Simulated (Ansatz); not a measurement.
Consider interstitial Zn in bixbyite In2O3, charge state +2. These are PBE, PAW (plane waves to 420 eV; Ansatz, a program for electronic structure) values and carry that method's errors.

Cell of 80 host sites held at the relaxed PBE lattice; a 2×2×2 k-point mesh shifted by half a step; Fermi-Dirac width 0.01 eV, spin-restricted; finite-size errors left in. Energies are static. The charge state is imposed; whether it is stable for some Fermi level was not computed. Sites that were not tried may lie lower.

The step: one Zn atom jumps by itself. Atoms about the jump, Cartesian Å from the middle of the jump, before and after:

```json
[
 {"atom": "Zn1", "x0": "-0.68", "y0": "0.60", "z0": "-0.50", "x1": "0.68", "y1": "-0.60", "z1": "0.50"},
 {"atom": "O2", "x0": "0.45", "y0": "1.58", "z0": "0.70", "x1": "0.52", "y1": "1.49", "z1": "0.63"},
 {"atom": "O3", "x0": "0.46", "y0": "-0.72", "z0": "-1.58", "x1": "0.55", "y1": "-0.77", "z1": "-1.59"},
 {"atom": "O4", "x0": "-1.81", "y0": "-0.37", "z0": "0.70", "x1": "-1.68", "y1": "-0.40", "z1": "0.66"},
 {"atom": "In5", "x0": "2.08", "y0": "0.68", "z0": "-0.78", "x1": "2.19", "y1": "0.90", "z1": "-1.01"},
 {"atom": "In6", "x0": "-1.05", "y0": "-2.15", "z0": "-0.77", "x1": "-1.15", "y1": "-2.09", "z1": "-0.82"},
 {"atom": "In7", "x0": "-0.68", "y0": "0.61", "z0": "2.39", "x1": "-0.80", "y1": "0.72", "z1": "2.34"},
 {"atom": "O8", "x0": "2.89", "y0": "-0.73", "z0": "0.71", "x1": "2.77", "y1": "-0.74", "z1": "0.66"},
 {"atom": "O9", "x0": "0.90", "y0": "1.99", "z0": "-2.13", "x1": "0.90", "y1": "2.03", "z1": "-2.21"},
 {"atom": "O10", "x0": "0.53", "y0": "-3.12", "z0": "0.26", "x1": "0.52", "y1": "-2.97", "z1": "0.29"},
 {"atom": "In11", "x0": "-0.68", "y0": "0.61", "z0": "-3.12", "x1": "-0.69", "y1": "0.60", "z1": "-2.93"},
 {"atom": "O12", "x0": "0.92", "y0": "-0.76", "z0": "3.02", "x1": "0.89", "y1": "-0.76", "z1": "2.87"},
 {"atom": "O13", "x0": "-2.27", "y0": "-0.78", "z0": "-2.13", "x1": "-2.28", "y1": "-0.78", "z1": "-2.16"},
 {"atom": "O14", "x0": "-1.82", "y0": "1.93", "z0": "-1.58", "x1": "-1.87", "y1": "2.02", "z1": "-1.68"},
 {"atom": "In15", "x0": "-0.31", "y0": "3.36", "z0": "-0.77", "x1": "-0.35", "y1": "3.20", "z1": "-0.73"},
 {"atom": "In16", "x0": "1.90", "y0": "-2.30", "z0": "1.85", "x1": "2.00", "y1": "-2.44", "z1": "1.98"},
 {"atom": "In17", "x0": "-3.45", "y0": "0.53", "z0": "-0.78", "x1": "-3.24", "y1": "0.60", "z1": "-0.71"},
 {"atom": "O18", "x0": "3.26", "y0": "2.09", "z0": "0.30", "x1": "3.32", "y1": "2.10", "z1": "0.28"},
 {"atom": "In19", "x0": "1.90", "y0": "2.86", "z0": "1.89", "x1": "1.89", "y1": "2.83", "z1": "1.87"},
 {"atom": "O20", "x0": "-2.28", "y0": "-3.18", "z0": "0.73", "x1": "-2.29", "y1": "-3.19", "z1": "0.71"}
]
```

**Question.** Where do these atoms stand at the saddle point, and how high is it?

**Answer.** 
```csv
atom,x,y,z
Zn1,0.06,-0.05,-0.01
O2,0.38,1.65,0.74
O3,0.51,-0.84,-1.67
O4,-1.74,-0.32,0.69
In5,2.32,0.84,-0.96
In6,-1.12,-2.25,-0.87
In7,-0.76,0.69,2.47
O8,2.84,-0.67,0.63
O9,0.95,1.96,-2.12
O10,0.50,-3.10,0.23
In11,-0.70,0.59,-2.98
O12,0.89,-0.72,2.99
O13,-2.26,-0.83,-2.13
O14,-1.86,1.99,-1.69
In15,-0.36,3.23,-0.72
In16,1.89,-2.28,1.84
In17,-3.27,0.59,-0.73
O18,3.30,2.15,0.32
In19,1.88,2.87,1.91
O20,-2.31,-3.18,0.70
```
It lies 0.28 eV above the start and 0.21 eV above the end. The saddle point's order was not checked.
